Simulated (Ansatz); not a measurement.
Consider the following.

End structure of a constructed model of the (100) surface of rock-salt TaC, a layer of Co, one atom over each Ta (bottom of the slab: a bare face, its two planes held):

```yaml
crystal:
  lattice:
    - [3.16473, 0.00000, 0.00000]
    - [0.00000, 3.16473, 0.00000]
    - [0.00000, 0.00000, 30.50000]
  atoms:
    - { symbol: C, position: [0.00000, 0.00000, 0.26608] }
    - { symbol: Ta, position: [0.50000, 0.50000, 0.26608] }
    - { symbol: C, position: [0.50000, 0.50000, 0.33945] }
    - { symbol: Ta, position: [0.00000, 0.00000, 0.33945] }
    - { symbol: C, position: [0.00000, 0.00000, 0.41293] }
    - { symbol: Ta, position: [0.50000, 0.50000, 0.41252] }
    - { symbol: C, position: [0.50000, 0.50000, 0.48544] }
    - { symbol: Ta, position: [0.00000, 0.00000, 0.48669] }
    - { symbol: C, position: [0.00000, 0.00000, 0.56025] }
    - { symbol: Ta, position: [0.50000, 0.50000, 0.55864] }
    - { symbol: C, position: [0.50000, 0.50000, 0.63370] }
    - { symbol: Ta, position: [0.00000, 0.00000, 0.63224] }
    - { symbol: Co, position: [0.00000, 0.00000, 0.71458] }
```

Model: 13-atom slab, 14.3 Å thick at the start, 12x12x1 mesh, Fermi-Dirac 0.1 eV, dipole correction, 4 atoms held, the rest relaxed; symmetry of the start imposed; spin-polarised, ending with about 1.8 μB a cell; orders that need a larger cell were not tried, no spin-orbit, no U. It is one candidate, not shown to be the stable structure of the face.

**Question.** What is the computed work function of the top face (PBE in Ansatz, a first-principles code)?

**Answer.** 4.21 eV
